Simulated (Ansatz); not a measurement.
Cl on the 1x1 (110) surface of bcc W, one in a 3x3 cell, energies for each (64.5 Å²). Energies are against ½ Cl2(g), without zero-point or thermal terms; each row is named by its start.

Level of theory: PBE (plane waves to 420 eV, PAW; Ansatz, a quantum-chemistry and plane-wave program).

**Question.** Which site binds most strongly?
(A) hollow W-W-W
(B) top W

**Answer.** A, hollow W-W-W. Adsorption energies: hollow W-W-W -2.65 eV; top W -2.14 eV.
